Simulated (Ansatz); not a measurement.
Consider SiO₂ (space group P3_121, No. 152; a = 4.9213 Å, c = 5.4171 Å). Axes: x lies along a and z along c of the hexagonal cell.

All numbers come from r2SCAN (Ansatz, a program for electronic structure, PAW, no spin-orbit coupling).

Before the change:

Electron mass: 0.49 mₑ (at Γ)
Pressure: -0.1 kbar
Smallest direct gap: 6.90 eV

Perturbation: tensile biaxial strain of 0.68 % in the plane normal to [001], as in epitaxy on a mismatched substrate; the out-of-plane cell vector and the atoms relax.

Question: What does the calculation give for the electron mass, out-of-plane strain, pressure and smallest direct gap after the change?

Answer: The electron mass goes from 0.49 mₑ (at Γ) to 0.50 mₑ (at Γ); the out-of-plane strain is -0.16 %; the pressure (mean of the normal stresses, compression positive) shrinks by 4.07 kbar, from -0.1 kbar to -4.1 kbar; the smallest direct gap drops by 0.03 eV (6.90 eV → 6.87 eV).

Effective masses come from finite differences of ±0.01 Å⁻¹. Whether these cells are dynamically stable was not tested.
